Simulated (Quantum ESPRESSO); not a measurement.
The steps of a band-structure calculation for Al₂Au (Fm-3m, 3 atoms in the cell) with Quantum ESPRESSO.

Method: PBE, PseudoDojo standard norm-conserving (PBE) pseudopotentials (plane waves; Quantum ESPRESSO).

Step 1 (scf):

```fortran
&control
  calculation = 'scf'
  prefix = 'run'
  outdir = './tmp'
  pseudo_dir = './'
  tprnfor = .true.
  tstress = .true.
/
&system
  ibrav = 2
  A = 6.0298900000
  nat = 3
  ntyp = 2
  ecutwfc = 80
  occupations = 'smearing'
  smearing = 'gauss'
  degauss = 0.0099958
/
&electrons
  conv_thr = 1.0d-9
  mixing_beta = 0.4
/
ATOMIC_SPECIES
Al    26.9815  Al.upf
Au   196.9666  Au.upf
ATOMIC_POSITIONS crystal
Al    0.2500000000    0.2500000000    0.2500000000
Al    0.7500000000    0.7500000000    0.7500000000
Au    0.0000000000    0.0000000000    0.0000000000
K_POINTS automatic
7 7 7  0 0 0
```

Step 2 (bands):

```fortran
&control
  calculation = 'bands'
  prefix = 'run'
  outdir = './tmp'
  pseudo_dir = './'
  verbosity = 'high'
/
&system
  ibrav = 2
  A = 6.0298900000
  nat = 3
  ntyp = 2
  ecutwfc = 80
  occupations = 'smearing'
  smearing = 'gauss'
  degauss = 0.0099958
  nbnd = 20
/
&electrons
  conv_thr = 1.0d-9
  startingwfc = 'random'
  diago_thr_init = 1.0d-6
/
ATOMIC_SPECIES
Al    26.9815  Al.upf
Au   196.9666  Au.upf
ATOMIC_POSITIONS crystal
Al    0.2500000000    0.2500000000    0.2500000000
Al    0.7500000000    0.7500000000    0.7500000000
Au    0.0000000000    0.0000000000    0.0000000000
K_POINTS crystal_b
12
  0.00000000   0.00000000   0.00000000  10  ! G
  0.50000000   0.00000000   0.50000000   5  ! X
  0.50000000   0.25000000   0.75000000   4  ! W
  0.37500000   0.37500000   0.75000000  11  ! K
  0.00000000   0.00000000   0.00000000   9  ! G
  0.50000000   0.50000000   0.50000000   6  ! L
  0.62500000   0.25000000   0.62500000   4  ! U
  0.50000000   0.25000000   0.75000000   7  ! W
  0.50000000   0.50000000   0.50000000   6  ! L
  0.37500000   0.37500000   0.75000000   1  ! K
  0.62500000   0.25000000   0.62500000   4  ! U
  0.50000000   0.00000000   0.50000000   1  ! X
```

Step 3 (bands.x):

```fortran
&bands
  prefix = 'run'
  outdir = './tmp'
  filband = 'bands.dat'
  lsym = .false.
/
```

Output of bands (abridged):

```
     Atomic positions and unit cell read from directory:
     ./tmp/run.save/
     G-vector sticks info
     --------------------
     sticks:   dense  smooth     PW     G-vecs:    dense   smooth      PW
     Sum        1417    1417    421                35749    35749    5577

     bravais-lattice index     =            2
     lattice parameter (alat)  =      11.3948  a.u.
     unit-cell volume          =     369.8833 (a.u.)^3
   [... lines left out ...]
         3        Au     tau(   3) = (  0.0000000  0.0000000  0.0000000  )

     number of k points=    68  Gaussian smearing, width (Ry)=  0.0100
                       cart. coord. in units 2pi/alat
        k(    1) = (   0.0000000   0.0000000   0.0000000), wk =   0.0294118
        k(    2) = (  -0.1000000   0.0000000   0.0000000), wk =   0.0294118
        k(    3) = (  -0.2000000   0.0000000   0.0000000), wk =   0.0294118
   [... 65 lines left out ...]

     Dense  grid:    35749 G-vectors     FFT dimensions: (  45,  45,  45)

     The potential is recalculated from file :
     ./tmp/run.save/charge-density

     Band Structure Calculation
     Davidson diagonalization with overlap

     ethr =  1.00E-06,  avg # of iterations = 27.1

     End of band structure calculation

          k = 0.0000 0.0000 0.0000 (  4477 PWs)   bands (ev):

   -96.2136 -47.5171 -47.5171 -47.5171   0.6047   4.5408   4.5408   4.5408
     5.4879   5.4879  13.1956  14.0055  14.0055  14.0055  14.8989  14.8989
    14.8989  16.7489  16.7489  16.7489

          k =-0.1000 0.0000 0.0000 (  4505 PWs)   bands (ev):

   -96.2136 -47.5171 -47.5171 -47.5171   0.6482   4.5217   4.5541   4.5541
     5.4754   5.4949  13.1194  13.4841  13.4841  13.7295  15.0589  15.4657
    15.4657  16.3447  16.7982  16.7982

   [... 66 blocks of this kind left out ...]
```

Output of bands.x (abridged):

```
     Reading xml data from directory:

     ./tmp/run.save/

     G-vector sticks info
     --------------------
     sticks:   dense  smooth     PW     G-vecs:    dense   smooth      PW
     Sum        1417    1417    421                35749    35749    5577

     Reading collected, re-writing distributed wavefunctions
     high-symmetry point:  0.0000 0.0000 0.0000   x coordinate   0.0000
     high-symmetry point: -1.0000 0.0000 0.0000   x coordinate   1.0000
     high-symmetry point: -1.0000 0.5000 0.0000   x coordinate   1.5000
     high-symmetry point: -0.7500 0.7500 0.0000   x coordinate   1.8536
     high-symmetry point:  0.0000 0.0000 0.0000   x coordinate   2.9142
     high-symmetry point: -0.5000 0.5000 0.5000   x coordinate   3.7802
     high-symmetry point: -1.0000 0.2500 0.2500   x coordinate   4.3926
     high-symmetry point: -1.0000 0.5000 0.0000   x coordinate   4.7462
     high-symmetry point: -0.5000 0.5000 0.5000   x coordinate   5.4533
     high-symmetry point: -0.7500 0.7500 0.0000   x coordinate   6.0656
     high-symmetry point: -1.0000 0.2500 0.2500   x coordinate   6.0656
     high-symmetry point: -1.0000 0.0000 0.0000   x coordinate   6.4192

     Plottable bands (eV) written to file bands.dat.gnu
     Bands written to file bands.dat

   JOB DONE.
```

The starting cell comes from a database of computed structures (which also holds hypothetical and non-ambient phases and stackings), without a prior relaxation at this level. Its lattice was rescaled by a random factor within 2.5 % of one. Spin-orbit coupling is off.
